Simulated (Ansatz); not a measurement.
Start from TiC in the rock salt structure (space group Fm-3m, No. 225; a = 4.2934 Å; relaxed with 0.1 eV smearing). Axes: x, y, z lie along the cube axes.

Computed with PBEsol, PAW, 420 eV (Ansatz, an electronic-structure program; without spin-orbit coupling).

The change: biaxial strain +1.67 %, plane normal [111], relaxed out of plane (Cartesian); in-plane vectors clamped, the third vector and the atoms free.

### Question
How does this affect the energy relative to the base and ratio −ε⊥/ε∥?

### Answer
The energy increases by 9.2 meV/atom; the ratio −ε⊥/ε∥ is 0.61.

Stability against distortions was not tested. All final runs are without spin polarisation.
